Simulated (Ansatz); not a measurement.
Start from BaTiO3 (space group P4mm, No. 99; a = 3.985 Å, c = 4.201 Å). Axes: x, y, z lie along a, b, c of the conventional cell.

Computed with DFT with PBE, PAW potentials and a 420 eV plane-wave cutoff in Ansatz (a quantum-chemistry and plane-wave program), no SOC.

It is then changed as follows: the cell is scaled by 0.9710 in all directions, atoms relaxed at fixed cell.

### Question
Predict the stress tensor and what it implies for the stiffness.

### Answer
Stress of the strained cell less that of the base (GPa, compression positive):
```
  16.25    0.00    0.00
   0.00   16.25    0.00
   0.00    0.00    9.33
```

Then B = −ΔP/(ΔV/V₀) with ΔV/V₀ = -0.0845 gives secant stiffness values (nonlinear terms included at this strain): B (at held cell shape, above the free-shape value) ≈ 165 GPa.

As a check, the harmonic strain energy −½ V₀ Δσ:ε is 51 meV/atom; the computed energy rise is 45 meV/atom.

Whether these cells are dynamically stable was not tested. The final runs are not spin-polarised.
